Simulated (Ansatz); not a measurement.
# Smallest direct gap on the k points sampled of BN (Fmm2, No. 42; start mp-685145; another space group than a measured phase of this formula) at several levels of theory

No measured value is used here.

```csv
level (code),value (eV)
HSE06 (Ansatz),5.91
PBE0 (Ansatz),6.66
r²SCAN0 (Ansatz),7.07
```

Computed values are for a static lattice.  Values are at the PBE-D3(BJ) cell. Cutoffs differ between the levels. Ansatz's density-functional and Hartree–Fock values are scalar-relativistic unless marked +SOC, with PAW data made under PBE.

A start named mp-… is a Materials Project structure, which can be a computed phase never made.

Ansatz is a quantum-chemistry and plane-wave program.
